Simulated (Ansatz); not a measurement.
The starting structures come from a database of crystals and need not be the phases stable at ambient conditions.

By PBEsol, the system below comes out a metal.

A figure of merit of an interconnect metal is its ballistic conductance per area.

```
CELL_PARAMETERS angstrom
      5.06249     0.00000     0.00000
      2.17669     4.57064     0.00000
      1.44290    -2.28532     2.70271
ATOMIC_POSITIONS crystal
  Ti 0.00000 0.00000 0.00000
  Al 0.50000 0.50000 0.00000
  Al 0.25000 0.25000 0.50000
  Al 0.75000 0.75000 0.50000
```

Space group of this cell: I4/mmm. The cell is taken as given.

The current flows along the normal of the first two printed cell vectors, the (110) plane of the conventional cell. No spin-orbit coupling; the value is a mean over 0.1 eV about the Fermi level.

### Question
Predict the ballistic conductance per area from PBEsol (Ansatz, an electronic-structure program).

### Answer
0.49 × 10¹⁵ S/m² for both spins.
